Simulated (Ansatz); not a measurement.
Base system: LiF in the rock salt structure (space group Fm-3m, No. 225).

```
CELL_PARAMETERS angstrom
      0.00000     2.00393     2.00393
      2.00393     0.00000     2.00393
      2.00393     2.00393     0.00000
ATOMIC_POSITIONS crystal
  Li 0.00000 0.00000 0.00000
  F  0.50000 0.50000 0.50000
```

Cartesian axes are those of the cell as printed.

Method: DFT with PBEsol, PAW potentials and a 420 eV plane-wave cutoff in Ansatz (a quantum-chemistry and plane-wave program), spin-orbit coupling left out.

Before the change:

The electron mass comes out as 0.88 mₑ (at Γ).

One thing is altered: the cell is compressed by 1.00 % along z with no lateral relaxation; the atoms relax in the strained cell.

What does the calculation give for the electron mass and energy relative to the base after the change?

The electron mass goes from 0.88 mₑ (at Γ) to 0.89 mₑ (at Γ); the energy goes up by 0.3 meV/atom.

The levels and masses belong to the bands next to the band gap. Masses are band curvatures over ±0.01 Å⁻¹ around the edge. Stability against distortions was not tested.
